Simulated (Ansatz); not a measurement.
End structure of a constructed model of the (0001) surface of hcp Ru, p(2x2) surface alloy, Ag on one Ru site of the top plane (bottom of the slab: a bare face, its two planes held):

```xyz
24
Lattice="5.4428 0.0000 0.0000 -2.7214 4.7136 0.0000 0.0000 0.0000 27.0000" Properties=species:S:1:pos:R:3 pbc="T T T"
Ru     1.3607     0.7856     8.1344
Ru     0.0000     3.1424     8.1344
Ru     4.0821     0.7856     8.1344
Ru     2.7214     3.1424     8.1344
Ru     0.0000     1.5712    10.2810
Ru    -1.3607     3.9280    10.2810
Ru     2.7214     1.5712    10.2810
Ru     1.3607     3.9280    10.2810
Ru     1.3569     0.7878    12.4116
Ru     0.0000     3.1380    12.4116
Ru     4.0859     0.7878    12.4116
Ru     2.7214     3.1424    12.4497
Ru     0.0000     1.5712    14.5851
Ru    -1.3523     3.9329    14.5809
Ru     2.7214     1.5615    14.5809
Ru     1.3523     3.9329    14.5809
Ru     1.3392     0.7980    16.7125
Ru     0.0000     3.1176    16.7125
Ru     4.1036     0.7980    16.7125
Ru     2.7214     3.1424    16.7280
Ag     0.0000     1.5712    19.2359
Ru    -1.3541     3.9318    18.7804
Ru     2.7214     1.5636    18.7804
Ru     1.3541     3.9318    18.7804
```

Model: 24-atom slab, 10.7 Å thick at the start, 8x8x1 mesh, Fermi-Dirac 0.1 eV, dipole correction, 8 atoms held, the rest relaxed; held to the start's symmetry, so lower structures may exist; no spin, no spin-orbit, no U. It is one candidate, not shown to be the stable structure of the face.

Problem. What is the computed work function of the top face (PBE run with Ansatz, an electronic-structure program)?

Solution. 4.90 eV
